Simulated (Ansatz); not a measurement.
# TaAg (model structure, Cmcm, No. 63, 4 atoms in the cell)

Level of theory: r²SCAN in Ansatz (PAW).

Numerical settings: plane-wave cutoff 560 eV, 18×18×14 k mesh (along the axes of the cell as run), Fermi–Dirac smearing 0.05 eV, no spin polarisation, scalar-relativistic PAW data made under PBE.

Cell (relaxed at this level):

```cif
data_Ag4Ta4
_chemical_formula_sum 'Ta4 Ag4'
_space_group_name_H-M_alt 'Cmcm'
_space_group_IT_number 63
_space_group_name_Hall '-C 2c 2'
_cell_length_a 2.68064
_cell_length_b 11.48233
_cell_length_c 4.53699
_cell_angle_alpha 90.000
_cell_angle_beta 90.000
_cell_angle_gamma 90.000
loop_
_atom_site_label
_atom_site_type_symbol
_atom_site_symmetry_multiplicity
_atom_site_Wyckoff_symbol
_atom_site_fract_x
_atom_site_fract_y
_atom_site_fract_z
_atom_site_occupancy
Ta1 Ta 4 c 0.00000 0.31778 0.25000 1
Ag1 Ag 4 c 0.00000 0.06335 0.25000 1
```
(The calculation used a cell of 4 atoms; values per cell refer to that cell.)

| Quantity | Result |
|---|---|
| band gap | none |
| bulk modulus B0 | 157 GPa |

Note: the bulk modulus is −V dP/dV from two relaxed cells at ±2 % in volume; the relaxation could raise the start's symmetry but not lower it, so the cell can be a saddle point.

Spin–orbit coupling is not included.

Static lattice: no zero-point or thermal effects.

Computing time: very roughly 19 core-minutes.

A model structure was made by putting elements into a prototype or built by hand; it is no filed structure, need not be a known phase, and can be a saddle point held by its symmetry.

Ansatz is a first-principles code.
